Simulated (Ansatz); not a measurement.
# Effect of biaxial strain +2.25 %, plane normal [001], relaxed out of plane on BaAg2GeS4

Take BaAg2GeS4 (space group I-42m, No. 121; a = 6.726 Å, c = 8.050 Å) as the base. Axes: x, y, z lie along a, b, c of the conventional cell.

The change: tensile biaxial strain of 2.25 % in the plane normal to [001], as in epitaxy on a mismatched substrate; the out-of-plane cell vector and the atoms relax.

Calculations: PBEsol (Ansatz, a program for electronic structure, PAW, no spin-orbit coupling). Γ-centred 7×7×7 mesh, Fermi–Dirac width 0.05 eV.

The volume per atom goes up by 0.302 Å³ to 23.07 Å³ and the space group is still I-42m (No. 121). The shortest interatomic distance goes up by 0.011 Å to 2.235 Å and the energy grows by 6.8 meV/atom. The pressure (mean of the normal stresses, compression positive) goes from zero to -14.2 kbar and the band gap drops by 0.22 eV, from 0.48 eV to 0.26 eV. The gap character stays indirect, M → Γ and the smallest direct gap shrinks by 0.05 eV to 0.89 eV. The width of the top valence band goes up by 0.16 eV, from 1.42 eV to 1.58 eV and the electron mass goes from 0.26 mₑ along c, 0.18 mₑ across (at Γ) to 0.27 mₑ out of plane, 0.17 mₑ in plane (at Γ). The hole mass becomes 0.95 mₑ along k, 0.37 mₑ across (at M) (base: 0.77 mₑ along k, 0.42 mₑ across (at M)) and the out-of-plane strain is -3.08 %. The ratio −ε⊥/ε∥ comes out as 1.37 and the mean in-plane stress (compression positive) comes out as -2.1 GPa.

Masses are band curvatures over ±0.01 Å⁻¹ around the edge. Along k means along the line from Γ to the band edge. Stability against distortions was not tested. The zero or small gap of BaAg2GeS4 under biaxial strain +2.25 %, plane normal [001], relaxed out of plane can change with the level of theory.
